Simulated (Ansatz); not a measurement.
WGe (model structure, started from the CrB type, Cmcm, No. 63, 4 atoms in the cell)

The numbers are results of PBEsol (Ansatz, a first-principles code, PAW), not measurements.

Numerical settings: plane-wave cutoff 500 eV, 10×10×10 k mesh, Fermi–Dirac smearing 0.05 eV, no spin polarisation, scalar-relativistic PAW data made under PBE.

Cell (relaxed at this level):

```
WGe
1.0
    1.56756    -4.52177     0.00000
    1.56756     4.52177     0.00000
    0.00000     0.00000     4.32962
Ge W
2 2
Direct
  0.59632   0.40368   0.25000
  0.40368   0.59632   0.75000
  0.87144   0.12856   0.25000
  0.12856   0.87144   0.75000
```

```yaml
band_gap: zero (no gap)
```

Note: the relaxation could raise the start's symmetry but not lower it, so the cell can be a saddle point.

Spin–orbit coupling is not included.

It cost very roughly 5 core-minutes of CPU time.

A model structure was made by putting elements into a prototype or built by hand; it is no filed structure, need not be a known phase, and can be a saddle point held by its symmetry.
